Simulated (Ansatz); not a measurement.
Consider SrTiO3 in the cubic perovskite structure (space group Pm-3m, No. 221; a = 3.891 Å).

Method: plane-wave PAW DFT at the PBEsol level (Ansatz, an electronic-structure program, 420 eV), spin-orbit coupling left out.

Before the change:

- Volume per atom: 11.78 Å³
- Width of the top valence band: 1.05 eV
- Smallest direct gap: 2.19 eV
- Band gap: 1.85 eV

Modification: every Sr is replaced by Ca, then cell and atoms are relaxed.

Task: What happens to the volume per atom, width of the top valence band, smallest direct gap and band gap?

Result: The volume per atom shrinks by 0.45 Å³ to 11.33 Å³; the width of the top valence band grows by 0.03 eV (1.05 eV → 1.08 eV); the smallest direct gap goes up by 0.14 eV (2.19 eV → 2.33 eV); the band gap goes up by 0.04 eV to 1.89 eV.

Whether these cells are dynamically stable was not tested. The final runs are not spin-polarised. Many cubic perovskites are stable only at high temperature; tilts and polar distortions were not tested.
